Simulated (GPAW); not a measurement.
A user runs GPAW on Sc (P6_3/mmc, 2 atoms in the cell) and asks whether the run is sound. The aim is a self-consistent single point with DFT PBE, plane waves, GPAW PAW datasets PBE (gpaw-data 1.0.1).

Cell that was meant: a = 3.2557 Å, b = 3.2557 Å, c = 5.2750 Å, α = 90.00°, β = 90.00°, γ = 120.00°.

Part of the input:

```python
from gpaw import GPAW, PW, FermiDirac

atoms = Atoms(['Sc', 'Sc'],
              cell=[[1.722829, 0.000000, 0.000000],
                    [-0.861414, 1.492014, 0.000000],
                    [0.000000, 0.000000, 2.791398]],
              scaled_positions=[[0.333333, 0.666667, 0.250000],
                                [0.666667, 0.333333, 0.750000]],
              pbc=True)
[...]
            nbands=-8,
            convergence={'density': 1e-05, 'energy': 1e-05},
            symmetry={'symmorphic': False, 'tolerance': 0.0005},
            maxiter=60)

atoms.calc = calc
```

Log, with long lists cut:

```
Input parameters:
  convergence: {density: 1e-05,
                energy: 1e-05}
  kpts: {gamma: True,
         size: (8, 8, 4)}
   [... lines left out ...]
   1 Sc     0.861416    0.497338    2.093548    ( 0.0000,  0.0000,  1.0000)

Unit cell:
           periodic     x           y           z      points  spacing
  1. axis:    yes    1.722829    0.000000    0.000000    12     0.1243
  2. axis:    yes   -0.861414    1.492014    0.000000    12     0.1243
  3. axis:    yes    0.000000    0.000000    2.791398    20     0.1396

  Lengths:   1.722829   1.722829   2.791398
  Angles:   90.000000  90.000000 119.999980

Effective grid spacing dv^(1/3) = 0.1356
     iter     time        total  log10-change:  magmom
                         energy   eigst   dens
iter:   1 --:--:--    62.795194                   +2.0100
iter:   2 --:--:--    62.468642   -0.62  -1.14    +0.9095
iter:   3 --:--:--    57.242867   -0.99  -1.16    +0.1941
iter:   4 --:--:--    57.179906   -1.97  -2.02    +0.0772
iter:   5 --:--:--    57.179180   -3.03  -2.38    +0.0135
iter:   6 --:--:--    57.184864   -3.47  -2.39    +0.0019
iter:   7 --:--:--    57.185156   -3.98  -2.87    -0.0012
iter:   8 --:--:--    57.185211   -5.25  -3.76    -0.0009
iter:   9 --:--:--    57.185213c  -5.36  -3.48    -0.0005
iter:  10 --:--:--    57.185209c  -6.02  -4.37    -0.0001
iter:  11 --:--:--    57.185215c  -6.24  -4.07    +0.0000
iter:  12 --:--:--    57.185215c  -6.66  -5.11c   +0.0000
iter:  13 --:--:--    57.185215c  -7.10  -5.23c   -0.0000
iter:  14 --:--:--    57.185215c  -7.43c -5.38c   +0.0000
Converged after 14 iterations.

Dipole moment: (-0.000000, 0.000000, -0.000000) |e|*Ang

Total magnetic moment: (0.000000, 0.000000, 0.000000)
Local magnetic moments:
   0 Sc ( 0.000000,  0.000000,  0.000000)
   1 Sc ( 0.000000,  0.000000,  0.000000)

Energy contributions relative to reference atoms: (reference = -41577.766241)

Kinetic:       +406.421857
Potential:     -259.326594
External:        +0.000000
XC:             -88.871977
Entropy (-ST):   -0.035607
Local:           -1.020266
SIC:             +0.000000
--------------------------
Free energy:    +57.167412
Extrapolated:   +57.185215

Spin contamination: 0.000001 electrons
Showing only first 2 kpts
                      Up                     Down
 Kpt  Band  Eigenvalues  Occupancy  Eigenvalues  Occupancy
   [... lines left out ...]
Fermi level: 38.65542
No gap
   [... lines left out ...]
Energy (eV): 57.185215

Forces in eV/Ang:
  0 Sc   -0.00000   -0.00000    0.00000
  1 Sc    0.00000    0.00000   -0.00000

Stress tensor:
   -17.659757     0.000006     0.000000
     0.000006   -17.659750    -0.000000
     0.000000    -0.000000   -18.862990
Stress (GPa, Voigt): [-2.8294050e+03 -2.8294038e+03 -3.0221841e+03 -0.0000000e+00
  0.0000000e+00  9.0000000e-04]
```

Question: Is anything amiss in this input, and did it matter?

Answer: The run is not sound. The fault is this: cell numbers converted the wrong way (times 0.529). Bohr and ångström differ by a factor of 1.89; the cell that the program reads is then far too large or far too small. To fix it, give the lengths in the unit that the key or card expects. The run converged in 14 iterations without an error; against the sound input the free energy rises by 33.3 eV/atom and the pressure goes from 1.14 to 2894 GPa.

An input that runs soundly differs in these lines (not the only fix; some lines may just follow from the change or write a value another way):
```diff
-              cell=[[1.722829, 0.000000, 0.000000],
-                    [-0.861414, 1.492014, 0.000000],
-                    [0.000000, 0.000000, 2.791398]],
+              cell=[[3.255675, 0.000000, 0.000000],
+                    [-1.627837, 2.819497, 0.000000],
+                    [0.000000, 0.000000, 5.274978]],
-            maxiter=60)
+            maxiter=150)
```

With that input, the run converged in 36 iterations: free energy E − TS (from the program's reference atoms) -9.3931 eV; Fermi level (on the code's own zero) 5.80 eV; pressure 1.14 GPa; size of the cell's spin moment 0.00 μB (DFT PBE, plane waves, GPAW PAW datasets PBE (gpaw-data 1.0.1)).

On the sound input: the starting cell comes from a database of computed structures (which also holds hypothetical and non-ambient phases and stackings), without a prior relaxation at this level. Its lattice was rescaled by a random factor within 2.5 % of one. The starting moments vanished: the run ended non-magnetic.
